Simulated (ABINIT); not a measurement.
Input and output of a self-consistent single point for K (Im-3m, 1 atom in the cell) (ABINIT).

Method: PBEsol, norm-conserving pseudopotentials (PseudoDojo nc-sr-04 PBEsol standard) (plane waves; ABINIT 10.0.3).

```
K
1.0
   -2.69756     2.69756     2.69756
    2.69756    -2.69756     2.69756
    2.69756     2.69756    -2.69756
K
1
Direct
  0.00000   0.00000   0.00000
```

Reference input (self-consistent single point, DFT, PBEsol, plane waves, norm-conserving pseudopotentials (PseudoDojo nc-sr-04 PBEsol standard)): pseudos = [K.upf]; ecut = 37 Ha; ixc = -116133; occopt = 6; tsmear = 0.00999582 Ha; ngkpt = 6 6 6; nshiftk = 1; shiftk = 0 0 0; potentials = PseudoDojo nc-sr-04 PBEsol standard; nband = 10; kptopt = 1; nstep = 60. This run's input differs from it in these lines:

```diff
@@ -16,6 +16,6 @@
 occopt 6
-tsmear 0.00999582
+tsmear 0.01102480
 nband 10
 kptopt 1
-ngkpt 6 6 6
+ngkpt 5 5 5
 nshiftk 1
```

Log, with long lists cut:

```
--- !BeginCycle
solver: {iscf: 7, nstep: 60, nline: 4, wfoptalg: 0, }
tolerances: {tolvrs: 1.00E-10, }
...

     iter   Etot(hartree)      deltaE(h)  residm     vres2
 ETOT  1  -29.988469545554    -2.999E+01 4.222E-02 1.046E+00
 ETOT  2  -29.996727772579    -8.258E-03 7.137E-03 1.840E-01
 ETOT  3  -29.996744839764    -1.707E-05 1.050E-03 7.204E-03
 ETOT  4  -29.996746141030    -1.301E-06 5.298E-04 2.225E-05
 ETOT  5  -29.996746142326    -1.296E-09 8.950E-05 5.622E-06
 ETOT  6  -29.996746142462    -1.356E-10 6.018E-05 6.017E-07
 ETOT  7  -29.996746142476    -1.365E-11 1.983E-05 4.510E-09
 ETOT  8  -29.996746142480    -4.103E-12 4.762E-05 2.464E-10
 ETOT  9  -29.996746142478     1.531E-12 2.184E-05 4.356E-12
 At SCF step    9       vres2   =  4.36E-12 < tolvrs=  1.00E-10 =>converged.

 Cartesian components of stress tensor (hartree/bohr^3)
  sigma(1 1)=  1.09766711E-05  sigma(3 2)=  0.00000000E+00
  sigma(2 2)=  1.09766711E-05  sigma(3 1)=  0.00000000E+00
  sigma(3 3)=  1.09766711E-05  sigma(2 1)=  0.00000000E+00

 ----iterations are completed or convergence reached----

 reduced coordinates (array xred) for    1 atoms
       0.000000000000      0.000000000000      0.000000000000
 cartesian forces (eV/Angstrom) at end:
    1     -0.00000000000000    -0.00000000000000    -0.00000000000000
 frms,max,avg= 0.0000000E+00 0.0000000E+00   0.000E+00  0.000E+00  0.000E+00 e/A
 length scales=  8.829388153260  8.829388153260  8.829388153260 bohr
              =  4.672310976500  4.672310976500  4.672310976500 angstroms
   [... lines left out ...]
 Fermi (or HOMO) energy (eV) =   1.08096   Average Vxc (eV)=  -5.57764
   [... lines left out ...]
total_energy        : -2.99967461424782E+01
total_energy_eV     : -8.16252973833948E+02
band_energy         : -5.46488052563115E+00
...

-Cartesian components of stress tensor (GPa)         [Pressure= -3.2294E-01 GPa]
- sigma(1 1)=  3.22944760E-01  sigma(3 2)=  0.00000000E+00
- sigma(2 2)=  3.22944760E-01  sigma(3 1)=  0.00000000E+00
- sigma(3 3)=  3.22944760E-01  sigma(2 1)=  0.00000000E+00

 Calculation completed.
```

The run converged in 9 iterations. Against the reference run the free energy falls by 16.4 meV/atom and the pressure moves little (-0.29 to -0.32 GPa).

The starting cell comes from a database of computed structures (which also holds hypothetical and non-ambient phases and stackings), without a prior relaxation at this level.
